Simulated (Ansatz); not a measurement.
Ga2O3, response to strain

Base system: Ga$_{2}$O$_{3}$ in the corundum structure (space group R-3c, No. 167; a = 5.0003 Å, c = 13.4487 Å (hexagonal axes)). Axes: x lies along a and z along c of the hexagonal cell.

Strains are applied to the cell and any free atomic positions relax; under biaxial strain the out-of-plane vector relaxes too; under stress the whole cell relaxes.

Calculations: PBEsol in Ansatz (plane waves to 420 eV, PAW, scalar-relativistic without spin-orbit coupling).

Candidates:
(a) uniaxial strain ε_zz = +1.44 %
(b) uniaxial stress, 0.5 GPa tension along x
(c) uniaxial strain ε_zz = −5.65 %
(d) biaxial strain +2.06 %, plane normal [001], relaxed out of plane

Before the change:

- Band gap = 2.70 eV

Task: Order them by band gap, highest first.

Result: (c) uniaxial strain ε_zz = −5.65 % (3.07 eV), (b) uniaxial stress, 0.5 GPa tension along x (2.69 eV), (a) uniaxial strain ε_zz = +1.44 % (2.56 eV), (d) biaxial strain +2.06 %, plane normal [001], relaxed out of plane (2.33 eV)

Beyond what the load breaks, stability against distortions was not tested.

Ansatz is a quantum-chemistry and plane-wave program.
